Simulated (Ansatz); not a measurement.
The starting structures come from a database of crystals and need not be the phases stable at ambient conditions.

The decay constant κ of evanescent states in the gap governs leakage through a thin film.

```yaml
crystal:
  lattice:
    - [6.97761, 0.00000, 0.09364]
    - [-3.48881, 6.89576, -0.04682]
    - [2.25201, 0.00000, 13.51494]
  atoms:
    - { symbol: Nb, position: [0.99330, 0.12262, 0.15651] }
    - { symbol: Nb, position: [0.00670, 0.87738, 0.84349] }
    - { symbol: Nb, position: [0.12933, 0.12262, 0.34349] }
    - { symbol: Nb, position: [0.87067, 0.87738, 0.65651] }
    - { symbol: Se, position: [0.35497, 0.38695, 0.20448] }
    - { symbol: Se, position: [0.64503, 0.61305, 0.79552] }
    - { symbol: Se, position: [0.03199, 0.38695, 0.29552] }
    - { symbol: Se, position: [0.96801, 0.61305, 0.70448] }
    - { symbol: I, position: [0.73701, 0.79596, 0.03452] }
    - { symbol: I, position: [0.26299, 0.20404, 0.96548] }
    - { symbol: I, position: [0.05895, 0.79596, 0.46548] }
    - { symbol: I, position: [0.94105, 0.20404, 0.53452] }
    - { symbol: I, position: [0.77136, 0.29957, 0.09010] }
    - { symbol: I, position: [0.22864, 0.70043, 0.90990] }
    - { symbol: I, position: [0.52821, 0.29957, 0.40990] }
    - { symbol: I, position: [0.47179, 0.70043, 0.59010] }
    - { symbol: I, position: [0.68387, 0.88585, 0.30986] }
    - { symbol: I, position: [0.31613, 0.11415, 0.69014] }
    - { symbol: I, position: [0.20198, 0.88585, 0.19014] }
    - { symbol: I, position: [0.79802, 0.11415, 0.80986] }
```

Space group of this cell: C2/c. The cell was relaxed by PBE-D3(BJ); by PBEsol its mean pressure is -0.7 GPa.

Transport runs along the normal of the first two printed cell vectors.

No gap correction and no spin-orbit coupling; mid-gap values are interpolated between computed energies.

Question: State the band gap and the smallest decay constant κ at mid-gap according to PBEsol in Ansatz (a first-principles code).

Answer: Gap 0.51 eV on a 6×6×4 mesh; κ = 0.150 1/Å, at (0.333, 0.333) of the in-plane reciprocal vectors. At the zone centre, at the nearest computed energy, the slowest state has κ = 0.26 1/Å.
